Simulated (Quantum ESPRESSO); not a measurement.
Quantum ESPRESSO run on PbSO4 (Pnma, 24 atoms in the cell): self-consistent single point.

Computed with PBEsol, GBRV 1.5 ultrasoft (PBESOL) pseudopotentials (plane waves; Quantum ESPRESSO).

```
PbSO4
1.0
   13.08301     0.00000     0.00000
    0.00000     5.42110     0.00000
    0.00000     0.00000     5.65015
Pb S O
4 4 16
Direct
  0.62687   0.25000   0.40508
  0.37313   0.75000   0.59492
  0.87313   0.75000   0.90508
  0.12687   0.25000   0.09492
  0.87916   0.25000   0.27187
  0.12084   0.75000   0.72813
  0.62084   0.75000   0.77187
  0.37916   0.25000   0.22813
  0.44721   0.02332   0.26356
  0.55279   0.97668   0.73644
  0.05279   0.97668   0.76356
  0.94721   0.02332   0.23644
  0.94721   0.47668   0.23644
  0.05279   0.52332   0.76356
  0.55279   0.52332   0.73644
  0.44721   0.47668   0.26356
  0.83157   0.25000   0.51298
  0.16843   0.75000   0.48702
  0.66843   0.75000   0.01298
  0.33157   0.25000   0.98702
  0.29635   0.25000   0.41713
  0.70365   0.75000   0.58287
  0.20365   0.75000   0.91713
  0.79635   0.25000   0.08287
```

Reference input (self-consistent single point, DFT, PBEsol, plane waves, GBRV 1.5 ultrasoft (PBESOL) pseudopotentials): ecutwfc = 40 Ry; ecutrho = 200 Ry; occupations = fixed; potentials = {Pb: pb_pbesol_v1.uspp.F.UPF, S: s_pbesol_v1.4.uspp.F.UPF, O: o_pbesol_v1.2.uspp.F.UPF}; K_POINTS = automatic 1 4 4 0 0 0; nbnd = 92; conv_thr = 1e-11 Ry. This run's input differs from it in these lines:

```diff
@@ -20,3 +20,3 @@
 &electrons
-    conv_thr = 1.0e-11
+    conv_thr = 7.3e-03
 /
```

Output, abridged:

```
     Self-consistent Calculation

     iteration #  1     ecut=    40.00 Ry     beta= 0.70

     negative rho (up, down):  5.502E-02 0.000E+00

     total energy              =   -1264.31480480 Ry
     estimated scf accuracy    <       6.17661821 Ry

     iteration #  2     ecut=    40.00 Ry     beta= 0.70

     negative rho (up, down):  5.707E-02 0.000E+00

     total energy              =   -1266.33171041 Ry
     estimated scf accuracy    <       6.93737274 Ry

     iteration #  3     ecut=    40.00 Ry     beta= 0.70

     negative rho (up, down):  5.652E-02 0.000E+00

     total energy              =   -1267.20993050 Ry
     estimated scf accuracy    <       0.24304335 Ry

   [... 2 blocks of this kind left out ...]

     iteration #  6     ecut=    40.00 Ry     beta= 0.70

     negative rho (up, down):  5.617E-02 0.000E+00

     total energy              =   -1267.40932819 Ry
     estimated scf accuracy    <       0.06294777 Ry

     iteration #  7     ecut=    40.00 Ry     beta= 0.70

     negative rho (up, down):  5.606E-02 0.000E+00
     End of self-consistent calculation

     highest occupied, lowest unoccupied level (ev):     3.6210    7.2330

!    total energy              =   -1267.41713330 Ry
     estimated scf accuracy    <       0.00323606 Ry

     convergence has been achieved in   7 iterations

     negative rho (up, down):  5.606E-02 0.000E+00

     Forces acting on atoms (cartesian axes, Ry/au):

     atom    1 type  1   force =    -0.01120043    0.00000000    0.01162680
     atom    2 type  1   force =     0.01120043    0.00000000   -0.01162680
     atom    3 type  1   force =     0.01120043   -0.00000000    0.01162680
     atom    4 type  1   force =    -0.01120043    0.00000000   -0.01162680
     atom    5 type  2   force =    -0.00705098    0.00000000   -0.00474372
     atom    6 type  2   force =     0.00705098    0.00000000    0.00474372
   [... lines left out ...]
     Total force =     0.125887     Total SCF correction =     0.144976
   [... lines left out ...]

     negative rho (up, down):  5.606E-02 0.000E+00
          total   stress  (Ry/bohr**3)                   (kbar)     P=      -42.74
  -0.00033916   0.00000000   0.00000000          -49.89        0.00        0.00
   0.00000000  -0.00025462   0.00000000            0.00      -37.46        0.00
   0.00000000   0.00000000  -0.00027793            0.00        0.00      -40.88

   JOB DONE.
```

The run converged in 7 iterations. Against the reference run the free energy goes up by 1.9 meV/atom, the pressure goes from -6.76 to -4.27 GPa, the largest force goes from 1.043 to 0.820 eV/Å and the gap on the mesh goes from 3.592 to 3.612 eV. The full log also holds: “SCF correction compared to forces is large: reduce conv_thr to get better values”.

The starting cell comes from a database of computed structures (which also holds hypothetical and non-ambient phases and stackings), without a prior relaxation at this level. Its lattice was rescaled by a random factor within 2.5 % of one. Spin-orbit coupling is off. With a pressure of about -4 GPa the cell is away from its equilibrium volume at this level.

Cost on one core of a shared machine: roughly 3 min.
